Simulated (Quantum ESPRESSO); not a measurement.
Habitual settings against a tight run: InHO2 (Pnnm, 8 atoms in the cell)

Self-consistent single point.

```xyz
8
Lattice="4.5624 0.0000 0.0000 0.0000 5.3255 0.0000 0.0000 0.0000 3.3165" Properties=species:S:1:pos:R:3 pbc="T T T"
In     2.2812     2.6627     1.6582
In     0.0000     0.0000     0.0000
H      2.2812     0.0000     1.6582
H      0.0000     2.6627     0.0000
O      1.2759     4.6298     1.6582
O      3.2865     0.6957     1.6582
O      3.5571     3.3584     0.0000
O      1.0053     1.9671     0.0000
```

Computed with LDA (PZ), GBRV 1.5 ultrasoft (LDA) pseudopotentials (plane waves; Quantum ESPRESSO).

Base settings: ecutwfc = 40 Ry; ecutrho = 200 Ry; occupations = fixed; potentials = {In: in_lda_v1.4.uspp.F.UPF, H: h_lda_v1.4.uspp.F.UPF, O: o_lda_v1.2.uspp.F.UPF}; K_POINTS = automatic 7 6 10 0 0 0; nbnd = 28; conv_thr = 1e-09 Ry; mixing_beta = 0.5.

Tight run (finer mesh or higher cutoff; not a proven limit): ecutwfc: 40 Ry → 56 Ry; ecutrho: 200 Ry → 280 Ry; conv_thr: 1e-09 Ry → 7.3e-11 Ry; K_POINTS: automatic 7 6 10 0 0 0 → automatic 10 9 14 0 0 0. It gave top of the valence band (on the code's own zero) 6.87 eV; gap on the k-point mesh 1.77 eV; pressure -9.25 GPa; largest force (vector length) 0.134 eV/Å.

Quick runs, as changes from the base:
- A: the base itself
- B: ecutwfc: 40 Ry → 20 Ry; ecutrho: 200 Ry → 100 Ry; occupations: fixed → smearing; nbnd: 28 → default; K_POINTS: automatic 7 6 10 0 0 0 → automatic 2 2 2 1 1 1; smearing: default → gaussian; degauss: default → 0.036749 Ry
- C: ecutwfc: 40 Ry → 28 Ry; ecutrho: 200 Ry → 140 Ry; conv_thr: 1e-09 Ry → 7.3e-05 Ry; K_POINTS: automatic 7 6 10 0 0 0 → automatic 8 8 8 1 1 1
- D: conv_thr: 1e-09 Ry → 7.3e-06 Ry; K_POINTS: automatic 7 6 10 0 0 0 → automatic 4 4 4 0 0 0
- E: ecutwfc: 40 Ry → 20 Ry; ecutrho: 200 Ry → 100 Ry; occupations: fixed → smearing; nbnd: 28 → default; K_POINTS: automatic 7 6 10 0 0 0 → automatic 4 4 4 0 0 0; smearing: default → fermi-dirac; degauss: default → 0.0147 Ry
- F: ecutwfc: 40 Ry → 24 Ry; ecutrho: 200 Ry → 120 Ry; occupations: fixed → smearing; nbnd: 28 → default; conv_thr: 1e-09 Ry → 7.3e-06 Ry; K_POINTS: automatic 7 6 10 0 0 0 → automatic 1 1 1 0 0 0; smearing: default → fermi-dirac; degauss: default → 0.036749 Ry…

Energies are extrapolated to zero smearing width, which holds to low order in the width alone (under cold and Methfessel-Paxton smearing the free energy itself is taken).

Dashes: gap of B, F, left out as unsure on this mesh or at this smearing; gap of E, no gap found.

Gaps are read on each run's own mesh, which may miss the band edges.

The count of work is k-points × plane waves × bands × iterations; it is no time. 

The starting cell comes from a database of computed structures (which also holds hypothetical and non-ambient phases and stackings), without a prior relaxation at this level. Its lattice was rescaled by a random factor within 2.5 % of one. In the base run, with a pressure of about -10 GPa the cell is away from its equilibrium volume at this level.

```tsv
run	energy less tight (meV/atom)	pressure less tight (GPa)	largest miss in a force vector (eV/Å)	gap on the mesh less tight (eV)	count of work / tight
A	17.6	-0.50	0.004	-0.002	0.20
B	4303.2	-299.99	0.838	–	0.00073
C	242.0	-28.37	0.011	0.441	0.047
D	18.5	-0.17	0.002	-0.003	0.040
E	4346.0	-299.34	0.777	–	0.020
F	1810.9	-83.46	1.362	–	0.00065
```

Among the runs at the tight run's level, the energy misses run from 17.6 to 4346.0 meV/atom.
